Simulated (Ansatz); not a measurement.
NiAs-type NiSb was calculated with PBE-D3(BJ) in Ansatz (PAW).

Run with plane-wave cutoff 520 eV, 18×18×12 k mesh (along the axes of the cell as run), Fermi–Dirac smearing 0.071 eV (set by the program), no spin polarisation, scalar-relativistic PAW data made under PBE.

Computed at the level's own relaxed cell.

Elastic tensor (GPa, Voigt notation, ions relaxed):

```
  189.9   101.9    85.6     0.0     0.0     0.0
  101.9   189.9    85.6     0.0     0.0     0.0
   85.6    85.6   196.7     0.0     0.0     0.0
    0.0     0.0     0.0    70.5     0.0     0.0
    0.0     0.0     0.0     0.0    70.5     0.0
    0.0     0.0     0.0     0.0     0.0    44.0
```

Question: Work out the Voigt, Reuss and Hill averages of the bulk and shear moduli, Young's modulus and Poisson's ratio from the printed constants.

Answer: K_V = [C11 + C22 + C33 + 2(C12 + C13 + C23)]/9 = [576.5 + 2 × 273.1]/9 = 124.7 GPa. G_V = [576.5 − 273.1 + 3 × 185.0]/15 = 57.2 GPa. From the compliances S = C⁻¹, K_R = 124.7 and G_R = 54.7 GPa. Hill means: K = 124.7, G = 56.0 GPa. E = 9KG/(3K + G) = 146 GPa, ν = (3K − 2G)/(6K + 2G) = 0.30, K/G = 2.23.

Note: the dispersion coefficients are held fixed in the derivatives.

The computed numbers hold no vibrational or temperature effects.

Ansatz is a program for electronic structure.
